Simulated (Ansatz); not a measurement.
## SiO₂ (P4₁2₁2, No. 92)

All values below come from LDA (Ansatz, a quantum-chemistry and plane-wave program, plane waves, PAW).

Run with plane-wave cutoff 520 eV, 8×8×6 k mesh (along the axes of the cell as run), Fermi–Dirac smearing 0.01 eV, scalar-relativistic PAW data made under PBE.

Cell: relaxed at this level.

```json
{
 "band_gap": "5.56 eV (direct)",
 "lattice_parameter_a": "4.943 Å",
 "c axis length": "6.867 Å"
}
```

Cost on a shared machine: roughly 4 core-minutes.
